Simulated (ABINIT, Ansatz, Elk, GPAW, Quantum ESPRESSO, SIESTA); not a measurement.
One structure in several programs: CaMg₇ (P-6m2, 8 atoms in the cell)

Self-consistent single point, at a second geometry (lattice scaled by 0.98). First geometry:

```
CaMg7
1.0
    6.78999     0.00000     0.00000
   -3.39500     5.88030     0.00000
    0.00000     0.00000     5.37007
Ca Mg
1 7
Direct
  0.00000   0.00000   0.50000
  0.00463   0.50231   0.50000
  0.49768   0.99537   0.50000
  0.49768   0.50231   0.50000
  0.17020   0.34040   0.00000
  0.17020   0.82980   0.00000
  0.65960   0.82980   0.00000
  0.66667   0.33333   0.00000
```

Shared settings, as Ansatz (a first-principles code) writes them: kpoints.mp_grid.grid = 4 4 5; scf.occupations.method = fermi_dirac; scf.occupations.width = 0.1 eV. Potentials and cutoffs stand in the table.

```json
[
 {"code": "SIESTA", "model": "GGA PBEsol, numerical atomic orbitals DZP, PseudoDojo PBEsol standard norm-conserving potentials (rewritten from UPF to PSML)", "ΔF from the first geometry (meV/atom)": "-4.3", "pressure (GPa)": "0.83", "largest force (eV/Å)": "0.317", "cutoff": "grid 350 Ry"},
 {"code": "Quantum ESPRESSO", "model": "PBEsol, GBRV 1.5 ultrasoft (PBESOL) pseudopotentials", "ΔF from the first geometry (meV/atom)": "-16.5", "pressure (GPa)": "-0.85", "largest force (eV/Å)": "0.094", "cutoff": "40 Ry"},
 {"code": "Elk", "model": "PBEsol, all-electron FP-LAPW, Elk's shipped species files, default APW+lo basis", "ΔF from the first geometry (meV/atom)": "-20.8", "pressure (GPa)": "–", "largest force (eV/Å)": "–", "cutoff": "default"},
 {"code": "GPAW", "model": "PBEsol, GPAW PAW datasets PBEsol (made by gpaw-setup)", "ΔF from the first geometry (meV/atom)": "-16.3", "pressure (GPa)": "-0.82", "largest force (eV/Å)": "0.099", "cutoff": "850 eV"},
 {"code": "Ansatz", "model": "PBEsol, PAW files made with PBE", "ΔF from the first geometry (meV/atom)": "-16.5", "pressure (GPa)": "-0.85", "largest force (eV/Å)": "0.094", "cutoff": "420 eV"},
 {"code": "ABINIT", "model": "PBEsol, norm-conserving pseudopotentials (PseudoDojo nc-sr-04 PBEsol standard)", "ΔF from the first geometry (meV/atom)": "-16.3", "pressure (GPa)": "-0.85", "largest force (eV/Å)": "0.096", "cutoff": "1143 eV"}
]
```

Size of the force on each atom (eV/Å): Sizes of forces hide their directions.

```tsv
code	Ca1	Mg2	Mg3	Mg4	Mg5	Mg6	Mg7	Mg8
SIESTA	0.000	0.069	0.069	0.069	0.317	0.317	0.317	0.000
Quantum ESPRESSO	0.000	0.022	0.022	0.022	0.094	0.094	0.094	0.000
GPAW	0.000	0.023	0.023	0.023	0.099	0.099	0.099	0.000
Ansatz	0.000	0.022	0.022	0.022	0.094	0.094	0.094	0.000
ABINIT	0.000	0.022	0.022	0.022	0.096	0.096	0.096	0.000
```

A dash marks a value that a program does not give, or that is left out as unsure.

The spread over the programs that give each value: ΔF from the first geometry within 16.5 meV/atom; pressure within 1.68 GPa; largest force within 0.223 eV/Å.

SIESTA uses small atom-centred bases, whose incompleteness enters pressures, forces and empty levels differently from a plane-wave cutoff. Elk treats all electrons, but the usual bases taken here (sphere radii, linearisation, local orbitals, empty states) were not tested for convergence, so the values are no reference for the others. Ansatz's pressure is given at a fixed set of plane waves, as the other plane-wave codes print theirs. In the pressure, SIESTA (by 1.68) lies more than 1 GPa from the median of the plane-wave programs. In the force vectors, SIESTA (by 0.222) lies more than 0.08 eV/Å from the median of the plane-wave programs.

The starting cell comes from a database of computed structures (which also holds hypothetical and non-ambient phases and stackings), without a prior relaxation at this level. Its lattice was rescaled by a random factor within 2.5 % of one. For this run, on top of that: lattice scaled by 0.98.

Left out of this page: CP2K (unsound by tests on forces, stress, charge or solver warnings).

Keys are those of Ansatz 0.2.
